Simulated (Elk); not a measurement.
```
YHg2
1.0
    4.80153     0.00000     0.00000
   -2.40077     4.15825     0.00000
    0.00000     0.00000     3.43464
Y Hg
1 2
Direct
  0.00000   0.00000   0.00000
  0.33333   0.66667   0.50000
  0.66667   0.33333   0.50000
```

Method: PBEsol, all-electron FP-LAPW, Elk's shipped species files, APW+lo basis with extra local orbitals in Elk.

The set-up and first iterations of an Elk log for YHg₂ (P6/mmm, 3 atoms in the cell):

```
│ Elk code version 10.2.4 │

All units are atomic (Hartree, Bohr, etc.)

│ Ground-state run starting from atomic densities │

Lattice vectors :
   9.073580798     -0.7870000000E-07   0.000000000
  -4.536790331       7.857951514       0.000000000
   0.000000000       0.000000000       6.490534606

Unit cell volume      :    462.7735441
Brillouin zone volume :   0.5360077658

Muffin-tin inner radius fraction :   0.1000000000E-01

Nuclei treated as point charges

Species :    1 (Y)
 parameters loaded from : Y.in
 name : yttrium
 nuclear charge    :   -39.00000000
 electronic charge :    39.00000000
 atomic mass :    162065.4502
 muffin-tin radius :    2.600000000
 number of radial points in muffin-tin :   1199
 atomic positions (lattice), magnetic fields (Cartesian) :
   1 :   0.00000000  0.00000000  0.00000000    0.00000000  0.00000000  0.00000000

Species :    2 (Hg)
 parameters loaded from : Hg.in
 name : mercury
   [... lines left out ...]
 using average radius
Maximum |G+k| for APW functions       :    2.888824804
Maximum (1/2)|G+k|²                   :    4.172654374
Maximum |G| for potential and density :    18.00000000
 potential will be trimmed for |G| > 2 gkmax
Constant for pseudocharge density :   12
Radial integration step length :    2

G-vector grid sizes :     54    54    40
Number of G-vectors :    45577

Maximum angular momentum used for
 APW functions                      :   10
 outer part of muffin-tin           :    8
 inner part of muffin-tin           :    4

Total nuclear charge    :   -199.0000000
Total core charge       :    152.0000000
Total valence charge    :    47.00000000
Total excess charge     :    0.000000000
Total electronic charge :    199.0000000

Effective Wigner radius, rₛ :   0.8218810098

Number of empty states         :   12
Total number of valence states :   36
Total number of core states    :  152

Conduction state local-orbitals added automatically
Total number of local-orbitals :  338

Exchange-correlation functional :     22     0     0
 PBEsol, Phys. Rev. Lett. 100, 136406 (2008)
 gradient requirement :    1
 generalised gradient approximation (GGA)

Smearing type :    3
 Fermi-Dirac
Smearing width :   0.4997910000E-02
Effective electronic temperature (K) :    1578.215154

Mixing type :    3
 Broyden mixing, J. Phys. A: Math. Gen. 17, L317 (1984)

Kohn-Sham potential initialised from atomic data
│ Self-consistent loop started │
│ Loop number : 1 │
 total energy                :     -42662.9654668
│ Loop number : 2 │
 total energy                :     -42664.7111861
RMS change in Kohn-Sham potential (target) :   0.2821102389     (  0.1000000000E-05)
Absolute change in total energy (target)   :    1.745719316     (  0.1000000000E-03)
│ Loop number : 3 │
 total energy                :     -42676.0915385
RMS change in Kohn-Sham potential (target) :   0.2131579162     (  0.1000000000E-05)
Absolute change in total energy (target)   :    11.81678223     (  0.1000000000E-03)
│ Loop number : 4 │
 total energy                :     -42682.0200273
RMS change in Kohn-Sham potential (target) :   0.1601942268     (  0.1000000000E-05)
Absolute change in total energy (target)   :    8.882684329     (  0.1000000000E-03)
│ Loop number : 5 │
 total energy                :     -42695.7400908
RMS change in Kohn-Sham potential (target) :   0.4434736450E-01 (  0.1000000000E-05)
Absolute change in total energy (target)   :    15.94073458     (  0.1000000000E-03)
│ Loop number : 6 │
 total energy                :     -42689.1692546
RMS change in Kohn-Sham potential (target) :   0.7822078118E-01 (  0.1000000000E-05)
Absolute change in total energy (target)   :    2.585652488     (  0.1000000000E-03)
│ Loop number : 7 │
 total energy                :     -42702.0928719
RMS change in Kohn-Sham potential (target) :   0.2148714678E-01 (  0.1000000000E-05)
   [... lines left out ...]
```

### Question
Will this run converge, and how will it end?

### Answer
The run ended unconverged after 100 iterations. It gives no final result for the task that was set. The log goes on:

```
 total energy                :     -42713.4003176
RMS change in Kohn-Sham potential (target) :   0.6678094942E-01 (  0.1000000000E-05)
   [... lines left out ...]
RMS change in Kohn-Sham potential (target) :   0.1106729355     (  0.1000000000E-05)
Absolute change in total energy (target)   :    16.93403563     (  0.1000000000E-03)
│ Loop number : 98 │
 total energy                :     -42639.2489883
RMS change in Kohn-Sham potential (target) :   0.2330693064     (  0.1000000000E-05)
Absolute change in total energy (target)   :    33.20835908     (  0.1000000000E-03)
│ Loop number : 99 │
 total energy                :     -42708.2876911
RMS change in Kohn-Sham potential (target) :   0.3997480432E-01 (  0.1000000000E-05)
Absolute change in total energy (target)   :    60.73661304     (  0.1000000000E-03)
│ Loop number : 100 │
Reached self-consistent loops maximum

Energies :
 Fermi                       :     0.298353613128
 total energy                :     -42707.8791605

Density of states at Fermi energy :    164.0663407
 (states/Hartree/unit cell)

Estimated indirect band gap :   0.2400430137E-01
 from k-point      1 to k-point      1
Estimated direct band gap   :   0.2400430137E-01
 at k-point      1

Charges :
 core                        :    152.0000000
 valence                     :    47.00000000
 interstitial                :    4.974512009
 muffin-tins (core leakage)
  species :    1 (Y)
   atom    1                 :    37.06825279     (  0.9023113350E-05)
  species :    2 (Hg)
   atom    1                 :    78.47861760     (  0.2193555340E-03)
   atom    2                 :    78.47861760     (  0.2193555340E-03)
 total in muffin-tins        :    194.0254880
 total calculated charge     :    198.9994819
 total charge                :    199.0000000
   [... lines left out ...]
   IBS                       :    -0.00000000    0.00000000    0.00000000
   total force               :    -0.00000000    0.00000000    0.00000000
   total magnitude           :     0.00000000
  atom :    2
   Hellmann-Feynman          :    -0.00000000    0.00000000    0.00000000
   IBS                       :     0.00000000   -0.00000000    0.00000000
   total force               :     0.00000000   -0.00000000    0.00000000
   total magnitude           :     0.00000000
```

The starting cell comes from a database of computed structures (which also holds hypothetical and non-ambient phases and stackings), without a prior relaxation at this level. Its lattice was rescaled by a random factor within 2.5 % of one. Spin-orbit coupling is off. Values depend on the basis (sphere radii, cutoffs, local orbitals), which need not be converged.

The run was DFT, PBEsol, all-electron FP-LAPW, Elk's shipped species files, APW+lo basis with extra local orbitals. Main settings of its input:

xctype: 22
rgkmax: 7.5
swidth: 0.00499791 Ha
ngridk: 1 1 1
tforce: true
gmaxvr: 18 1/bohr
lmaxapw: 10
lmaxo: 8
nxlo: 2
lorbcnd: true
lradstp: 2
nrmtscf: 2
